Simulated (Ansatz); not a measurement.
```yaml
crystal:
  lattice:
    - [-1.50156, 1.50156, 1.47937]
    - [1.50156, -1.50156, 1.47937]
    - [1.50156, 1.50156, -1.47937]
  atoms:
    - { symbol: V, position: [0.00000, 0.00000, 0.00000] }
```

Calculation: PBEsol, rigid bands (plane waves, PAW, scalar-relativistic; Ansatz, a quantum-chemistry and plane-wave program). Condition of this run: biaxial strain xx = yy = +1.5 %, z clamped. Cell: cell and atoms relaxed with PBEsol, then loaded as said.

Q: For narrow interconnects the product ρ₀λ of bulk resistivity and mean free path ranks metals, the lower the better. What is it here?

A: 3.5 (x), 3.5 (y), 3.4 (z) ×10⁻¹⁶ Ω·m².

Q: And the Drude plasma energy and the root-mean-square Fermi velocity at 300 K?

A: 8.1 eV; 4.4e5 m/s.

A metal at this level (no band gap); rigid bands, thermally averaged at 300 K, both spins. Spin-orbit coupling is left out. τ is one relaxation time for all states; the product of resistivity and mean free path takes one path for all states instead.

Treated as nonmagnetic (a ferromagnetic start lost its moment, other orders weren't tried): V under load (space group I4/mmm).
